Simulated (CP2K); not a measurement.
Band structure of BaAl2Ga2 (I4/mmm, 5 atoms in the cell).

```xyz
5
Lattice="6.4253 0.0000 0.0000 3.2535 5.5407 0.0000 -4.8394 -2.7703 3.1921" Properties=species:S:1:pos:R:3 pbc="T T T"
Ba     0.0000     0.0000     0.0000
Al     3.2126     0.0000     1.5961
Al     1.6267     2.7703     1.5961
Ga     3.6751     2.1038     0.0000
Ga     6.0036     3.4368     0.0000
```

Method of the run: CP2K 2026.2 with PBEsol, GPW, DZVP-MOLOPT-SR-GTH basis, GTH-PBE potentials (GTH_POTENTIALS).

Settings: CUTOFF = 600 Ry; REL_CUTOFF = 50 Ry; SMEAR/METHOD = GAUSSIAN; SIGMA = 0.1 eV; KPOINTS/SCHEME = MONKHORST-PACK 7 7 7; XC_FUNCTIONAL = PBE:PBESOL; Ba/BASIS_SET = DZVP-MOLOPT-SR-GTH-q10; Ba/POTENTIAL = GTH-PBE-q10; Al/BASIS_SET = DZVP-MOLOPT-SR-GTH-q3; Al/POTENTIAL = GTH-PBE-q3; Ga/BASIS_SET = DZVP-MOLOPT-SR-GTH-q13; Ga/POTENTIAL = GTH-PBE-q13; METHOD = GPW; EPS_DEFAULT = 1e-11.

The starting cell comes from a database of computed structures (which also holds hypothetical and non-ambient phases and stackings), without a prior relaxation at this level. Its lattice was rescaled by a random factor within 2.5 % of one. Values carry the incompleteness of an atom-centred basis. The potentials were made for another functional than the one used.

Levels in eV from the Fermi level, bands 18 to 23:
```
point     18     19     20     21     22    23
-----  -----  -----  -----  -----  -----  ----
Γ      -2.39  -2.39  -1.25  -0.33   0.59  0.59
X      -5.11  -3.13  -2.08  -1.59   0.74  2.10
Y      -4.62  -3.16  -1.99  -1.68   0.62  2.23
S      -2.39  -1.71  -1.26  -0.05   0.36  0.88
Z      -2.14  -1.99  -0.65  -0.16   0.72  0.72
S1     -2.39  -1.71  -1.26  -0.05   0.36  0.88
N      -3.82  -1.57  -0.48  -0.44  -0.10  0.84
P      -5.32  -2.78  -1.81  -1.81  -0.33  3.26
Y1     -4.62  -3.16  -1.99  -1.68   0.62  2.23
```

Bands cross the Fermi level along this path, so the cell is metallic at this level.

Higher empty bands are left out: an atom-centred basis made for the valence describes them poorly.
